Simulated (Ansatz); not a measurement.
Functionals compared on a constructed model of the (111) surface of fcc Pt, a pseudomorphic layer of Ge in the host's stacking (bottom of the slab: a bare face, its two planes held), in Ansatz (plane waves, PAW). The structure was relaxed with PBE; the other rows are single points on it. Cutoff 420 eV (500 eV for r2SCAN).

Slab: 7 atoms, 13.6 Å thick at the start; k 15x15x1, smearing 0.1 eV, dipole-corrected; 2 atoms held, the rest relaxed; start symmetry kept, larger cells not searched; no spin, no spin-orbit, no U. It is one candidate, not shown to be the stable structure of the face. These notes are the PBE run's.

| functional | work function of the top face (eV) | rough cost of the single point |
|---|---|---|
| PBE | 4.41 | – |
| RPBE | 4.31 | very roughly 30 core-seconds |
| r2SCAN | [?] | very roughly 60 core-seconds |

Q: Complete the blanks.

A: 
- r2SCAN, work function of the top face (eV): 4.56

Ansatz is an electronic-structure program.
